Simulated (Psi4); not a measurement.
Psi4 1.11, CCSD(T)/cc-pvdz, cc_type df, scf_type df, freeze_core True: sulfuric acid (O=S(=O)(O)O), 7 atoms. The geometry is a generated start, not checked to be a minimum at this level.

```yaml
task: energy
basis: cc-pvdz
memory: 7 GB
cc_type: df
scf_type: df
freeze_core: true
guess: auto, which took SAD (default)
diis_max_vecs: 10 (default)
scf_initial_accelerator: adiis (default)
e_convergence: 1e-08 (default)
d_convergence: 1e-08 (default)
basis functions (reference run): 84
```

```xyz
7

O     -0.6955     1.1148     0.3091
S     -0.2360    -0.3659    -0.0319
O     -0.7955    -0.7172    -1.2824
O     -0.4232    -1.1597     1.1247
O      1.3215    -0.1528    -0.2290
H     -0.8912     1.5411    -0.5248
H      1.7198    -0.2603     0.6343
```
Charge 0, spin multiplicity 1.

Differences are taken against the run with method = ccsd(t); no run here is proven converged. One run each, on a shared machine, so no times are given.

Settings tried, all else as in the reference:
- method = fno-ccsd(t), occ_tolerance = 0.0001
- method = fno-ccsd(t), occ_tolerance = 0.001
- method = fno-ccsd(t), occ_tolerance = 3e-05
- method = fno-ccsd(t), occ_tolerance = 0.003
- method = fno-ccsd(t), occ_tolerance = 0.0003

Sort the settings: which keep to the reference within 1.0 meV/atom in energy, and which don't?

Within it: method = fno-ccsd(t), occ_tolerance = 3e-05; method = fno-ccsd(t), occ_tolerance = 0.0001. Outside: method = fno-ccsd(t), occ_tolerance = 0.0003; method = fno-ccsd(t), occ_tolerance = 0.001; method = fno-ccsd(t), occ_tolerance = 0.003.

| setting | virtual orbitals kept | energy against the reference |
|---|---|---|
| the reference | — | — |
| method = fno-ccsd(t), occ_tolerance = 3e-05 | 59 | under 0.001 meV/atom |
| method = fno-ccsd(t), occ_tolerance = 0.0001 | 57 | +0.61 meV/atom |
| method = fno-ccsd(t), occ_tolerance = 0.0003 | 56 | +2.2 meV/atom |
| method = fno-ccsd(t), occ_tolerance = 0.001 | 43 | +34 meV/atom |
| method = fno-ccsd(t), occ_tolerance = 0.003 | 36 | +74 meV/atom |

Total energies are compared; such shifts often cancel in part in energy differences. The FNO energies hold the MP2 energy of the dropped orbitals. Also tried and not ranked: method = fno-ccsd(t), occ_tolerance = 1e-05 (same energy as a listed run); method = fno-ccsd(t), occ_tolerance = 1e-06 (same energy as a listed run). The tolerance is a choice made for this comparison.
